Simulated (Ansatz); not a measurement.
Consider Ga₂Pt (space group Fm-3m, No. 225; a = 5.921 Å). Axes: x, y, z lie along the cube axes.

The values are results of PBEsol (Ansatz, a first-principles code; PAW; 420 eV plane waves; scalar-relativistic without spin-orbit coupling), not measurements.

Free-standing slabs (3 atom(s) a layer) normal to [111] with 15 Å of vacuum; in-plane cell held at bulk.

One change was made to it. Results:

| quantity | base | after |
|---|---|---|
| shortest interatomic distance | 4.845 bohr | 4.714 bohr |
| band gap | zero | zero |

Question: What was done to the base?
A. 1 layer
B. 5 layers
C. 6 layers

Answer: A, 1 layer. For comparison, the shortest interatomic distance in the other runs: 6 layers gives 4.762 bohr; 5 layers gives 4.742 bohr.

Stability against distortions was not tested. All final runs are without spin polarisation.
